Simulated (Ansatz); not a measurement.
The starting structures come from a database of crystals and need not be the phases stable at ambient conditions.

 Where the default PAW files enter, the runs use the earlier of Ansatz's two default sets.

Given:

```
InP
1.0
    4.16811     0.00000     0.00000
    0.00000     6.83999     0.00000
    2.08406     0.00000     3.60969
In P
2 2
Cartesian
  4.16811   3.41863   2.40646
  2.08405   6.83862   1.20323
  4.16811   0.85637   2.40646
  2.08405   4.27636   1.20323
```

Space group of this cell: P6_3mc, wurtzite. The cell is taken as given.

Calculation: r2SCAN (plane waves, PAW; Ansatz, an electronic-structure program).

The current runs along the normal of the first two printed vectors; no spin-orbit coupling. Scaled by the factor s: all lengths (ions clamped). Meshes 8×6×8 and 8×6 across the current in all rows.

```json
[
 {"s": "0.98", "mean pressure (GPa)": "4.9", "band gap (eV)": "1.47"},
 {"s": "1.00", "mean pressure (GPa)": "0.1", "band gap (eV)": "1.10"},
 {"s": "1.02", "mean pressure (GPa)": "-3.4", "band gap (eV)": "?"}
]
```

Take the slope of the band gap against ln s from the two given rows, extrapolate to s = 1.02, and say what the run there gives.

Slope = (1.47 − 1.10) / ln 0.98 = -18.3 eV. The line gives 1.10 + (-18.3) × ln 1.02 = 0.74 eV. The run gives 0.74 eV, as the line does.
